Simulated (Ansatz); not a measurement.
Consider LiNbO3 (space group R3c, No. 161).

```xyz
10
Lattice="2.5673 1.4822 4.6080 -2.5673 1.4822 4.6080 0.0000 -2.9645 4.6080" Properties=species:S:1:pos:R:3 pbc="T T T"
Li     0.0000     0.0000     3.8815
Li     0.0000     0.0000    10.7936
Nb     0.0000     0.0000    13.8019
Nb     0.0000     0.0000     6.8898
O     -0.6435    -1.4348     5.4740
O      1.5643     0.1601     5.4740
O     -0.9208     1.2747     5.4740
O     -1.6465    -0.2076     7.7780
O      0.6435     1.5297     7.7780
O      1.0030    -1.3222     7.7780
```

Cartesian axes are those of the cell as printed.

Calculations: PBEsol (Ansatz, a program for electronic structure), no SOC.

Strains are applied to the cell and any free atomic positions relax.

One change was made to it. Results:

The shortest interatomic distance shrinks by 0.0157 Å, from 1.882 Å to 1.867 Å; the energy rises by 6.2 meV/atom.

Question: Which change produced these results?
(A) uniaxial strain ε_xx = −3.00 %
(B) uniaxial strain ε_xx = −2.25 %
(C) uniaxial strain ε_xx = −0.75 %
(D) uniaxial strain ε_xx = −1.50 %

Answer: A, uniaxial strain ε_xx = −3.00 %. For comparison, the energy relative to the base in the other runs: uniaxial strain ε_xx = −0.75 % gives +0.4 meV/atom; uniaxial strain ε_xx = −2.25 % gives +3.4 meV/atom; uniaxial strain ε_xx = −1.50 % gives +1.5 meV/atom.

Whether these cells are dynamically stable was not tested.
